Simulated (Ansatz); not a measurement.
## Sn: element substitutions

Consider Sn (space group I4_1/amd, No. 141).

```yaml
crystal:
  lattice:
    - [-2.91645, 2.91645, 1.57904]
    - [2.91645, -2.91645, 1.57904]
    - [2.91645, 2.91645, -1.57904]
  atoms:
    - { symbol: Sn, position: [0.75000, 0.25000, 0.50000] }
    - { symbol: Sn, position: [0.00000, 0.00000, 0.00000] }
```

Each row replaces one element on all its sites; cell and atoms are relaxed.

Levels (all Ansatz, a program for electronic structure, PAW): PBEsol (420 eV, without spin-orbit coupling); r2SCAN (500 eV, no spin-orbit coupling).

Pressures by level, all at the geometries relaxed with PBEsol:

| case | PBEsol | r2SCAN |
|---|---|---|
| base | 0.0 GPa | 1.5 GPa |
| Sn → Ge | 0.0 GPa | (withheld) |
| Sn → In | 0.0 GPa | (withheld) |
| Sn → Zn | 0.0 GPa | (withheld) |

Question: Complete the table.

Answer: 
- Sn → Ge, r2SCAN: 1.4 GPa
- Sn → In, r2SCAN: 1.3 GPa
- Sn → Zn, r2SCAN: 1.2 GPa

Single points use the geometry relaxed with PBEsol. Their cutoffs differ, which shifts pressures a little. Stability against distortions was not tested. As relaxed here, In and Zn are hypothetical phases, not in the database extracts checked. For Ge in this form, whether it has been made was not checked. This is not the structure that Ge has at room temperature and ambient pressure.
